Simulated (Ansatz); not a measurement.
## Response to strain in TiC

Base system: TiC in the rock salt structure (space group Fm-3m, No. 225; relaxed with 0.1 eV smearing).

```
TiC
1.0
    0.00000     2.14651     2.14651
    2.14651     0.00000     2.14651
    2.14651     2.14651     0.00000
C Ti
1 1
Cartesian
  0.00000   0.00000   0.00000
  2.14651   2.14651   2.14651
```

Cartesian axes are those of the cell as printed.

Strains are applied to the cell and any free atomic positions relax; under biaxial strain the out-of-plane vector relaxes too.

Computed with plane-wave PAW DFT at the PBEsol level (Ansatz, a quantum-chemistry and plane-wave program, 420 eV), without spin-orbit coupling, earlier PAW set.

Candidates:
(a) uniaxial strain ε_xx = −0.83 %
(b) isotropic strain +1.33 %
(c) biaxial strain +0.21 %, plane normal [001], relaxed out of plane
(d) isotropic strain +1.45 %

Notes on the quantities. energy relative to the base: free energy F.

**Question.** Order them by energy relative to the base, lowest first.

**Answer.** (c) biaxial strain +0.21 %, plane normal [001], relaxed out of plane (+0.2 meV/atom), (a) uniaxial strain ε_xx = −0.83 % (+1.2 meV/atom), (b) isotropic strain +1.33 % (+13 meV/atom), (d) isotropic strain +1.45 % (+15 meV/atom)

Whether these cells are dynamically stable was not tested. All final runs are without spin polarisation.
